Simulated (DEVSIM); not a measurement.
Device: Pd/SiO2/n-Si capacitor, at 300 K.

| layer (left to right) | material | thickness (nm) | Nd (cm⁻³) |
|---|---|---|---|
| 1 | SiO2 | 33.0 | - |
| 2 | Si | 12000 | 2.2e15 |

Metal gate on the left, work function 5.2 eV. Fixed charge at the semiconductor interface -1.4e11 cm⁻² (in units of +e); no interface traps.

The device is made up for the run: typed textbook-type constants, with dimensions and the other settings drawn at random. Values at 300 K.

```csv
parameter,SiO2,Si
gap (eV),9,1.124
affinity (eV),0.9,4.05
permittivity,3.9,11.7
Nc (cm⁻³),-,2.86e19
Nv (cm⁻³),-,3.1e19
```

DEVSIM, 1D Poisson equation in equilibrium, Boltzmann statistics, complete ionisation; no quantum confinement or tunnelling. Metal contacts follow the ideal Schottky-Mott rule: no Fermi-level pinning, no interface dipoles.

The interface trap density was swept, all else fixed.

```tsv
interface trap density (cm^-2 eV^-1)	minimum of the low-frequency capacitance (μF/cm²)	threshold voltage (band bending 2φF) (V)	flat-band voltage (V)
0	0.0163	0.28	1.12
1e10	0.0175	0.28	1.12
1e11	0.0266	0.23	1.17
3e11	(withheld)	(withheld)	1.27
1e12	0.0661	-0.20	1.60
2e12	0.0800	-0.68	2.09
```

Problem. Fill in the missing entries.

Solution. 
- 3e11, minimum of the low-frequency capacitance (μF/cm²): 0.0410
- 3e11, threshold voltage (band bending 2φF) (V): 0.14
